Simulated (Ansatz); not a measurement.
L1₂ (Cu3Au-type) Ni3Fe was calculated with rVV10 (PAW; Ansatz, a program for electronic structure).

Numerical settings: plane-wave cutoff 500 eV, 16×16×16 k mesh, Fermi–Dirac smearing 0.1 eV, spin-polarised with parallel moments, scalar-relativistic PAW data made under PBE.

Cell (relaxed at this level):

```xyz
4
Lattice="3.5605 0.0000 0.0000 0.0000 3.5605 0.0000 0.0000 0.0000 3.5605" Properties=species:S:1:pos:R:3 pbc="T T T"
Fe     0.0000     0.0000     0.0000
Ni     0.0000     1.7802     1.7802
Ni     1.7802     0.0000     1.7802
Ni     1.7802     1.7802     0.0000
```

### Question
What does this level give for the magnetic moment (largest site, within a sphere)?

### Answer

* **magnetic moment (largest site, within a sphere)**: 2.86 μB

Moments are spin moments.

The computed numbers hold no vibrational or temperature effects.
